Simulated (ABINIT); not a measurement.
# Several settings converged on VW3 (I4mm, 4 atoms in the cell)

```yaml
crystal:
  lattice:
    - [0.00000, 3.10949, 3.10949]
    - [3.10949, 0.00000, 3.10949]
    - [3.10949, 3.10949, 0.00000]
  atoms:
    - { symbol: V, position: [0.00804, 0.00804, 0.99196] }
    - { symbol: W, position: [0.25000, 0.25000, 0.25000] }
    - { symbol: W, position: [0.75000, 0.75000, 0.75000] }
    - { symbol: W, position: [0.50000, 0.50000, 0.50000] }
```

Base method: LDA (PW92), norm-conserving pseudopotentials (PseudoDojo nc-sr-04 LDA standard) (plane waves; ABINIT).

Base settings: pseudos = [V.upf, W.upf]; ecut = 42 Ha; occopt = 7; tsmear = 0.00367493 Ha; ngkpt = 3 3 3; nshiftk = 1; shiftk = 0 0 0; potentials = PseudoDojo nc-sr-04 LDA standard; nband = 36; kptopt = 1.

The count of work is k-points × plane waves × bands × iterations; it is no time. Core times come from one kind of shared machine, to one figure; runs under 30 s give none.

**The plane-wave cutoff**

The mesh stays at the base's, so the ladder's end is converged at best in this setting alone.

Only quantities that move along the ladder and can be compared are tabulated.

```tsv
ecut	free energy less the last step's (meV/atom)	pressure (GPa)	largest difference of a force vector from the last step's (eV/Å)	count of work / last	core time / last (rough)
15 Ha	6743.99	-182.92	0.186	0.061	–
17 Ha	4152.00	-137.98	0.038	0.073	–
19 Ha	2396.77	-99.27	0.052	0.080	–
23 Ha	754.69	-48.68	0.002	0.11	–
29 Ha	91.65	-16.44	0.003	0.18	0.2
38 Ha	4.02	-9.28	0.000	0.29	0.4
42 Ha	2.64	-9.13	0.000	0.33	0.3
50 Ha	2.27	-9.13	0.000	0.43	0.7
84 Ha	0.00	-9.17	0.000	1.0	1
```

State of the free energy at the end of the ladder: still drifting one way, by 2.6 meV/atom over the last two steps, so the last step is no safe reference.

Coarsest ecut that holds the pressure within 1 GPa of the last step, with all finer ones: 38 Ha, at 0.29 of the last step's count of work and about 0.4 of the last step's time; the step before is off by 7.3 GPa.

Coarsest ecut that holds the forces within 0.02 eV/Å of the last step, with all finer ones: 23 Ha, at 0.11 of the last step's count of work; the step before is off by 0.052 eV/Å.

At the lowest cutoff the pressure lies 174 GPa under the last step's, the usual sign of Pulay stress in an incomplete plane-wave basis.

**The setting fft**

The mesh stays at the base's, so the ladder's end is converged at best in this setting alone.

Only quantities that move along the ladder and can be compared are tabulated.

```tsv
boxcutmin	largest difference of a force vector from the last step's (eV/Å)	core time / last (rough)
1.2	0.009	0.6
1.5	0.000	0.9
1.8	0.000	1
2.5	0.000	1
```

Coarsest boxcutmin that holds the forces within 0.005 eV/Å of the last step, with all finer ones: 1.5; the step before is off by 0.009 eV/Å.

On the base run: the starting cell comes from a database of computed structures (which also holds hypothetical and non-ambient phases and stackings), without a prior relaxation at this level. Its lattice was rescaled by up to half a per cent. One atom was moved a little off its site on purpose. Spin polarisation is off. In the base run, with a pressure of about -9 GPa the cell is away from its equilibrium volume at this level. Without a gap this mesh is coarse (it stands for a supercell whose shortest vector is 13 Å).
